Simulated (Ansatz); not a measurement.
Start from BeS in the zinc blende structure (space group F-43m, No. 216).

```
BeS
1.0
    0.00000     2.43799     2.43799
    2.43799     0.00000     2.43799
    2.43799     2.43799     0.00000
S Be
1 1
Direct
  0.75000   0.75000   0.75000
  0.00000   0.00000   0.00000
```

Method: plane-wave PAW DFT at the PBE level (Ansatz, an electronic-structure program, 420 eV), spin-orbit coupling left out.

For the base:

| Item | Result |
|---|---|
| Hole mass | 0.34, 0.57, 0.57 mₑ (at Γ) |
| Lattice parameter a | 4.876 Å |
| Band gap | 3.15 eV |

Modification: a hydrostatic pressure of 10 GPa.

Problem. How does this affect the hole mass?

Solution. The hole mass (degenerate bands, along [100]) goes from 0.34, 0.57, 0.57 mₑ (at Γ) to 0.35, 0.51, 0.51 mₑ (at Γ).

Problem. What does the calculation give for the lattice parameter a after the change?

Solution. The lattice parameter a shrinks by 0.145 Å, from 4.876 Å to 4.731 Å.

Problem. What does the calculation give for the band gap after the change?

Solution. The band gap falls by 0.22 eV (3.15 eV → 2.93 eV).

Load acts through the strain it causes; cell and atoms are relaxed under it. Masses are band curvatures over ±0.01 Å⁻¹ around the edge. No phonon test of stability was made. No other phases were tried under pressure.
